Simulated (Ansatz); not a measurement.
System: double-hcp La. Method: r²SCAN (plane waves, PAW; Ansatz, an electronic-structure program).

Settings: plane-wave cutoff 600 eV, 18×18×6 k mesh (along the axes of the cell as run), Fermi–Dirac smearing 0.035 eV (set by the program), scalar-relativistic PAW data made under PBE.

Cell (relaxed at this level):

```cif
data_La4
_chemical_formula_sum 'La4'
_space_group_name_H-M_alt 'P 1'
_space_group_IT_number 1
_cell_length_a 3.78144
_cell_length_b 3.78144
_cell_length_c 12.03901
_cell_angle_alpha 90.000
_cell_angle_beta 90.000
_cell_angle_gamma 120.000
loop_
_space_group_symop_operation_xyz
  'x, y, z'
loop_
_atom_site_label
_atom_site_type_symbol
_atom_site_fract_x
_atom_site_fract_y
_atom_site_fract_z
_atom_site_occupancy
La1 La 0.00000 0.00000 0.00000 1
La2 La 0.00000 0.00000 0.50000 1
La3 La 0.66667 0.33333 0.75000 1
La4 La 0.33333 0.66667 0.25000 1
```

Q: Give the computed Voigt–Reuss–Hill bulk modulus, elastic constant C33, elastic constant C11, Young modulus, elastic constant C12, elastic constant C13, elastic constant C44 and elastic constant C66.

A: 
Voigt–Reuss–Hill bulk modulus: 22.8 GPa
elastic constant C33: 47.4 GPa
elastic constant C11: 42.7 GPa
Young modulus: 34.4 GPa
elastic constant C12: 16.5 GPa
elastic constant C13: 9.87 GPa
elastic constant C44: 12.3 GPa
elastic constant C66: 13.1 GPa

Elastic constants are with the ions relaxed.

Spin–orbit coupling is not included.

The computed numbers hold no vibrational or temperature effects.

Computing time: around 90 core-minutes (rough).
